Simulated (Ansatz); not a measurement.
**Phonon-limited transport in Hf (P6_3/mmc)**

```
CELL_PARAMETERS angstrom
      3.16019     0.00000     0.00000
     -1.58009     2.73680     0.00000
      0.00000     0.00000     4.99816
ATOMIC_POSITIONS crystal
  Hf 0.33333 0.66667 0.25000
  Hf 0.66667 0.33333 0.75000
```

Calculation: PBEsol, DFPT electron-phonon coupling, linearised Boltzmann equation (plane waves, PAW, scalar-relativistic; Ansatz, a program for electronic structure). How the cell was made: relaxed with this functional, without spin-orbit coupling.

```json
{
  "resistivity at 300 K": "31 (x), 31 (y), 28 (z) μΩ·cm",
  "electron mean free path at 300 K (weighted by the current that each state carries)": "5.3 (x), 5.3 (y), 4.7 (z) nm",
  "resistivity times mean free path for one path shared by all states (from the Fermi surface's area)": "15.1 (x), 15.1 (y), 11.2 (z) ×10⁻¹⁶ Ω·m²",
  "electron-phonon coupling λ": "0.41",
  "transport coupling λ_tr": "0.45 (x), 0.45 (y), 0.46 (z)",
  "logarithmic_mean_phonon_energy": "10.9 meV",
  "density of states at the Fermi level": "0.68 states/(eV·spin·cell)",
  "drude_plasma_energy": "4.2 (x), 4.2 (y), 4.4 (z) eV"
}
```

A metal at this level (no band gap). Only scattering by harmonic phonons is included (no impurities, grain boundaries, electron-electron scattering or thermal expansion). Spin-orbit coupling is left out, which matters with elements this heavy. Halving the electron mesh (32x32x16) moves the resistivity by up to 3 % at 300 K, the mean free path by up to 2 %, the coupling by up to 3 %. Smearing 0.20 eV; phonons on a 5x5x3 q mesh, which this run doesn't test and which matters most at low temperature.
